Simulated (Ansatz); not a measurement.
Consider the following.

End structure of the (000-1) surface of wurtzite GaN, N-terminated, 2x2 with 3 H on 4 top atoms (bottom of the slab: 3 H on 4 bottom sites):

```
CELL_PARAMETERS angstrom
      6.43695     0.00000     0.00000
     -3.21848     5.57456     0.00000
      0.00000     0.00000    30.00000
ATOMIC_POSITIONS crystal
  Ga 0.33024 0.16976 0.31939
  Ga 0.83950 0.16976 0.31939
  Ga 0.33024 0.66050 0.31939
  Ga 0.83333 0.66667 0.33430
  N  0.16666 0.33334 0.34535
  N  0.66507 0.33015 0.34433
  N  0.16985 0.83493 0.34433
  N  0.66507 0.83493 0.34432
  Ga 0.16667 0.33333 0.41034
  Ga 0.66667 0.33333 0.41034
  Ga 0.16667 0.83333 0.41034
  Ga 0.66667 0.83333 0.41034
  N  0.33333 0.16667 0.43189
  N  0.83333 0.16667 0.43189
  N  0.33333 0.66667 0.43189
  N  0.83333 0.66667 0.43189
  Ga 0.33334 0.16666 0.49738
  Ga 0.83309 0.16624 0.49745
  Ga 0.33376 0.66691 0.49745
  Ga 0.83311 0.66689 0.49788
  N  0.16673 0.33327 0.51929
  N  0.66654 0.33329 0.51933
  N  0.16671 0.83346 0.51933
  N  0.66666 0.83334 0.51958
  Ga 0.16571 0.33429 0.58477
  Ga 0.66855 0.33425 0.58484
  Ga 0.16575 0.83145 0.58484
  Ga 0.66664 0.83336 0.58544
  N  0.33332 0.16668 0.60680
  N  0.83401 0.16798 0.60696
  N  0.33202 0.66599 0.60696
  N  0.83398 0.66602 0.60697
  Ga 0.33331 0.16669 0.67140
  Ga 0.82617 0.15233 0.67295
  Ga 0.34767 0.67383 0.67295
  Ga 0.82615 0.67385 0.67296
  N  0.16647 0.33353 0.69252
  N  0.66702 0.33352 0.69252
  N  0.16648 0.83298 0.69252
  N  0.66665 0.83335 0.69472
  H  0.33297 0.16703 0.26736
  H  0.83406 0.16705 0.26736
  H  0.33295 0.66594 0.26736
  H  0.16848 0.33152 0.72671
  H  0.66298 0.33144 0.72671
  H  0.16856 0.83702 0.72671
```

Model: 46-atom slab, 13.8 Å thick at the start with caps and adatoms (thin: gaps and levels are the slab's own), 4x4x1 mesh, Fermi-Dirac 0.025 eV, dipole correction, single point; on the structure that PBE left under its start's symmetry; no spin, no spin-orbit, no U.

Problem. Predict the gap of the slab on its k-mesh from Ansatz (a program for electronic structure) with r2SCAN, at the PBE geometry.

Solution. 2.32 eV

Problem. What is the computed highest filled level below the top vacuum level (r2SCAN, at the PBE geometry)?

Solution. 4.27 eV
